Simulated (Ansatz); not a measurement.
## Os: response to strain

Consider Os in the hcp (Mg type) structure (space group P6_3/mmc, No. 194; a = 2.754 Å, c = 4.347 Å; relaxed with 0.1 eV smearing).

Strains are applied to the cell and any free atomic positions relax.

All numbers come from PBE, PAW, 420 eV (Ansatz, an electronic-structure program; without spin-orbit coupling).

Notes on the quantities. energy relative to the base: free energy F; pressure: mean of the normal stresses, compression positive.

| variant | energy relative to the base | pressure | volume per atom |
|---|---|---|---|
| base | 0 meV/atom | 0.0 GPa | 14.28 Å³ |
| isotropic strain −3.00 % | +161 meV/atom | 45.1 GPa | 13.03 Å³ |
| isotropic strain −2.50 % | ? | ? | 13.24 Å³ |
| isotropic strain −1.50 % | +38 meV/atom | 20.1 GPa | 13.65 Å³ |
| isotropic strain −0.50 % | +4.1 meV/atom | 6.2 GPa | 14.07 Å³ |
| isotropic strain +0.50 % | +3.9 meV/atom | -5.7 GPa | 14.50 Å³ |
| isotropic strain +1.00 % | +15 meV/atom | -11.0 GPa | 14.71 Å³ |
| isotropic strain +1.50 % | +34 meV/atom | -15.9 GPa | 14.93 Å³ |
| isotropic strain +2.00 % | +59 meV/atom | -20.4 GPa | 15.16 Å³ |
| isotropic strain +3.00 % | +128 meV/atom | -28.4 GPa | 15.61 Å³ |

### Question
Fill in the withheld entries from the trend.

### Answer

- isotropic strain −2.50 %, energy relative to the base: +110 meV/atom
- isotropic strain −2.50 %, pressure: 36.2 GPa

Whether these cells are dynamically stable was not tested. All final runs are without spin polarisation.
